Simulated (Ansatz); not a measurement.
Band structure of BN (F-43m, 2 atoms in the cell).

```yaml
crystal:
  lattice:
    - [0.00000, 1.80750, 1.80750]
    - [1.80750, 0.00000, 1.80750]
    - [1.80750, 1.80750, 0.00000]
  atoms:
    - { symbol: B, position: [0.00000, 0.00000, 0.00000] }
    - { symbol: N, position: [0.25000, 0.25000, 0.25000] }
```

Method: PBE (plane waves, PAW; Ansatz, an electronic-structure program).

Settings: kpoints.mp_grid.grid = 11 11 11; hamiltonian.xc = pbe; hamiltonian.pseudopotentials = {kind: paw} (the program's default PAW files); scf.occupations.method = fermi_dirac; scf.occupations.width = 0.01 eV; kpoints.band_path.npoints = 8.

The starting cell has typed, rounded lattice constants, without a prior relaxation at this level.

### Question
Predict the gap along the standard path and the places of the band edges.

### Answer
The gap along the path is 4.47 eV, from Γ to X; the smallest direct gap on it is 8.83 eV.

Levels in eV from the top of the valence band on the path, bands 1 to 7:
```csv
point,1,2,3,4,5,6,7
Γ,-20.23,0.00,0.00,0.00,8.83,8.83,8.83
X,-14.65,-8.92,-4.90,-4.90,4.47,9.25,17.92
W,-14.34,-7.59,-6.96,-6.50,9.61,13.30,14.51
K,-14.56,-8.13,-7.66,-4.08,6.92,12.88,15.82
L,-16.01,-10.69,-1.94,-1.94,10.14,10.72,10.72
U,-14.56,-8.13,-7.66,-4.08,6.92,12.88,15.82
```

Keys are those of Ansatz 0.2.
